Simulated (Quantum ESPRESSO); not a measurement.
A self-consistent single point of SrP2Os2 (I4/mmm, 5 atoms in the cell) with Quantum ESPRESSO.

Method of the run: PBEsol, PseudoDojo standard norm-conserving (PBESOL) pseudopotentials (plane waves; Quantum ESPRESSO).

The change in words: lattice scaled by 0.98. Reference geometry:
```
Sr(POs)2
1.0
    2.02943    -2.02943     5.69928
    2.02943     2.02943     5.69928
   -2.02943    -2.02943     5.69928
Sr P Os
1 2 2
Cartesian
  0.00000   0.00000   0.00000
  0.00000   0.00000   3.98779
  0.00000   0.00000   7.41077
 -2.02943   0.00000   2.84964
  0.00000   2.02943   2.84964
```

Reference input (self-consistent single point, DFT, PBEsol, plane waves, PseudoDojo standard norm-conserving (PBESOL) pseudopotentials): ecutwfc = 75 Ry; occupations = smearing; smearing = fd; degauss = 0.0073499 Ry; potentials = {Sr: Sr.upf, P: P.upf, Os: Os.upf}; K_POINTS = automatic 7 7 7 0 0 0; conv_thr = 1e-10 Ry; mixing_beta = 0.7. This run's input differs from it in these lines:

```diff
@@ -10,4 +10,4 @@
  ibrav = 7
- celldm(1) = 7.67013378
- celldm(3) = 2.8083156354
+ celldm(1) = 7.51672959
+ celldm(3) = 2.8083159991
  nat = 5
```

Output (repeated stretches shortened):

```
     Self-consistent Calculation

     iteration #  1     ecut=    75.00 Ry     beta= 0.70

     Threshold (ethr) on eigenvalues was too large:
     Diagonalizing with lowered threshold

     total energy              =    -500.90856205 Ry
     estimated scf accuracy    <       0.17165675 Ry

     iteration #  2     ecut=    75.00 Ry     beta= 0.70

     total energy              =    -500.83632192 Ry
     estimated scf accuracy    <       0.69329058 Ry

     iteration #  3     ecut=    75.00 Ry     beta= 0.70

     total energy              =    -500.97632742 Ry
     estimated scf accuracy    <       0.03879512 Ry

   [... 6 blocks of this kind left out ...]

     iteration # 10     ecut=    75.00 Ry     beta= 0.70

     total energy              =    -500.98103444 Ry
     estimated scf accuracy    <          5.6E-10 Ry

     iteration # 11     ecut=    75.00 Ry     beta= 0.70
     End of self-consistent calculation

     the Fermi energy is    15.1234 ev

!    total energy              =    -500.98103444 Ry
     estimated scf accuracy    <          2.4E-12 Ry
     smearing contrib. (-TS)   =      -0.00403993 Ry
     internal energy E=F+TS    =    -500.97699451 Ry

     convergence has been achieved in  11 iterations

     Forces acting on atoms (cartesian axes, Ry/au):

     atom    1 type  1   force =    -0.00000000    0.00000000    0.00000000
     atom    2 type  2   force =     0.00000000    0.00000000    0.04937645
     atom    3 type  2   force =    -0.00000000    0.00000000   -0.04937645
     atom    4 type  3   force =     0.00000000    0.00000000   -0.00000000
     atom    5 type  3   force =    -0.00000000    0.00000000    0.00000000

     Total force =     0.069829     Total SCF correction =     0.000002

          total   stress  (Ry/bohr**3)                   (kbar)     P=       83.10
   0.00067530  -0.00000000  -0.00000000           99.34       -0.00       -0.00
  -0.00000000   0.00067530   0.00000000           -0.00       99.34        0.00
  -0.00000000   0.00000000   0.00034420           -0.00        0.00       50.63

   JOB DONE.
```

The run converged in 11 iterations. Against the reference run the free energy goes up by 18.4 meV/atom, the pressure goes from -2.39 to 8.31 GPa and the largest force goes from 0.217 to 1.270 eV/Å.

The starting cell comes from a database of computed structures (which also holds hypothetical and non-ambient phases and stackings), without a prior relaxation at this level. For this run, on top of that: lattice scaled by 0.98. Spin polarisation is off. With a pressure of about 8 GPa the cell is away from its equilibrium volume at this level. Forces in this geometry exceed 1 eV/Å.

Cost on one core of a shared machine: roughly 4 min.
